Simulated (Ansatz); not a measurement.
# TaSi2: response to strain

The reference is TaSi2 (space group P6_222, No. 180; a = 4.803 Å, c = 6.603 Å). Axes: x lies along a and z along c of the hexagonal cell.

Strains are applied to the cell and any free atomic positions relax; under biaxial strain the out-of-plane vector relaxes too; under stress the whole cell relaxes.

Level of theory: PBE/PAW in Ansatz (a quantum-chemistry and plane-wave program), no spin-orbit coupling.

Notes on the quantities. pressure: mean of the normal stresses, compression positive.

| change | pressure | shortest interatomic distance |
|---|---|---|
| base | 0.0 GPa | 2.568 Å |
| biaxial strain −1.10 %, plane normal [001], relaxed out of plane | 3.1 GPa | 2.570 Å |
| biaxial strain −1.05 %, plane normal [001], relaxed out of plane | 3.0 GPa | 2.570 Å |
| isotropic strain +4.72 % | -18.9 GPa | 2.692 Å |
| uniaxial strain ε_zz = +2.14 % | -4.1 GPa | 2.611 Å |
| uniaxial strain ε_zz = +3.12 % | [?] | [?] |
| uniaxial stress, 5 GPa tension along z | – | 2.591 Å |

Some entries are withheld; estimate them.


- uniaxial strain ε_zz = +3.12 %, pressure: -5.8 GPa
- uniaxial strain ε_zz = +3.12 %, shortest interatomic distance: 2.631 Å

Without a gap, meshes like the base's 11×11×7 leave anisotropic stresses uncertain by several tenths of a GPa, and small strain energies with them. Stability under load was not tested beyond the relaxation. All final runs are without spin polarisation. An odd electron count without spin: TaSi2.
